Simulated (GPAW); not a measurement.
σxx against uniaxial strain in bcc Nb (space group 229): C11 (GPAW, PBEsol)

```
Nb
1.0
   -1.60951     1.63402     1.63402
    1.60951    -1.63402     1.63402
    1.60951     1.63402    -1.63402
Nb
1
Direct
  0.00000   0.00000   0.00000
```

Method of the run: PBEsol, GPAW PAW datasets PBEsol (made by gpaw-setup) (plane waves; GPAW). Settings: mode = pw; ecut = 585 eV; xc = PBEsol; kpts = 38 38 38; mesh shift (steps) = 0 0 0; occupations.name = fermi-dirac; occupations.width = 0.05 eV; nbands = -9; convergence.density = 1e-06 e/electron; convergence.energy = 1e-06 eV/electron; symmetry.symmorphic = false; symmetry.tolerance = 0.0005; maxiter = 120. The cell above is the first row's. The rows stretch one cube axis (x) by the strain ε and hold the other two. Stress is positive in tension. In all rows the k mesh is held.

```
ε (%)  σxx (GPa)
-----  ---------
-1.5       -3.92
-1.0       -2.53
-0.5       -1.16
0.0         0.18
0.5         1.50
1.0         2.78
1.5         4.02
2.0            ?
```

Q: Using a parabola, estimate the missing σxx at ε = 2.0 from the other rows, showing the fit.

A: Least squares gives σxx = 0.183 + 2.6500·ε - 0.0590·ε². Residuals (row less fit): 0.005, -0.004, -0.003, -0.003, 0.007, 0.006, -0.005; standard error 0.006 (degrees of freedom: 4). The slope at ε = 0, 2.6500 GPa per cent, gives C11 ≈ 100 × 2.6500 = 265 GPa, for the static lattice. At the withheld row, σxx = 0.183 + 2.6500 × 2.0 - 0.0590 × 2.0² = 5.247 GPa. The calculation gives 5.23 GPa, 0.017 GPa below the prediction (0.2 % of the range of σxx in the table). The row lies outside the fitted rows, so this is an extrapolation. From the scatter of the fitted rows alone, a prediction at this place has a standard error of 0.012 GPa, so the miss is 1.4 times that.

Carrying the step between the two nearest rows on in a straight line would have given 5.26, off by 0.03; series whose last step already gives the withheld value aren't shown. The reference cell has the volume at which an earlier scan in this program and functional put its minimum by a fit. The unstrained cell stands at a pressure of -0.18 GPa, and the constants belong to that pressure. Spin polarisation is off. Without a gap such slopes are sensitive to mesh and smearing. Cutoffs and mesh are single choices, not tested for convergence of this quantity. Series with a scatter that would blur these digits, or in which a gap closes, are not shown. Strain series were run only where this level's volume lies within 10 % of a first guess from the measured size.
